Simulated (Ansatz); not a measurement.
The reference is Al$_{2}$Au (space group Fm-3m, No. 225; a = 6.0032 Å; relaxed with 0.1 eV smearing). Axes: x, y, z lie along the cube axes.

Method: Ansatz (a quantum-chemistry and plane-wave program), PBEsol, PAW, cutoff 420 eV, no spin-orbit coupling.

Base values:

```
Property           Result
---------------  --------
Volume per atom  18.03 Å³
```

It is then changed as follows: uniaxial stress, 2 GPa tension along z, with the cell and atoms free to relax against it.

Task: What does the calculation give for the volume per atom, energy relative to the base, secant Young's modulus along z and mean lateral Poisson ratio after the change?

Result: The volume per atom grows by 0.11 Å³ to 18.14 Å³; the energy increases by 3.1 meV/atom; the secant Young's modulus along z is 73 GPa; the mean lateral Poisson ratio is 0.38.

Load acts through the strain it causes; cell and atoms are relaxed under it. Stability under load was not tested beyond the relaxation.
